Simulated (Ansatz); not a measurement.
Results of PBE (PAW; Ansatz, a program for electronic structure) for cubic perovskite BaHfO3.

Run with plane-wave cutoff 520 eV, 6×6×6 k mesh, perturbation theory, scalar-relativistic PAW data made under PBE.

The cell has the measured lattice: a = b = c = 4.171 Å, α = β = γ = 90.00°.

Question: Predict the high-frequency dielectric constant.

Answer: 
- high-frequency dielectric constant: 4.68

Note: the run finds an imaginary mode (36i cm⁻¹), so the cell is a saddle point at this level; the cell isn't this level's own, so it is under some stress, which shifts stiffness and frequencies.

Spin–orbit coupling is not included.

It cost around 10 core-minutes (rough) of CPU time.
